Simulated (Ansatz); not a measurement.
**ZnSe: response to strain**

The parent structure is ZnSe in the zinc blende structure (space group F-43m, No. 216; a = 5.6656 Å). Axes: x, y, z lie along the cube axes.

Strains are applied to the cell and any free atomic positions relax.

Calculations: r2SCAN, PAW, 500 eV (Ansatz, a program for electronic structure; spin-orbit coupling left out).

```
uniaxial strain ε_zz (%)  band gap (eV)
------------------------  -------------
0                                  1.87
0.5                                1.84
1                                  1.81
1.5                                1.78
2                                  1.76
2.5                                   ?
3                                  1.70
```

Question: Fit E_g = E₀ + Dε (ε in %) to the rows shown and predict the withheld row.

Answer: Least squares on the printed values gives E₀ = 1.87 eV, D = -56.0 meV per % of strain (largest residual 0.00 eV); this predicts 1.73 eV, and the run gives 1.73 eV, in agreement.

No phonon test of stability was made.
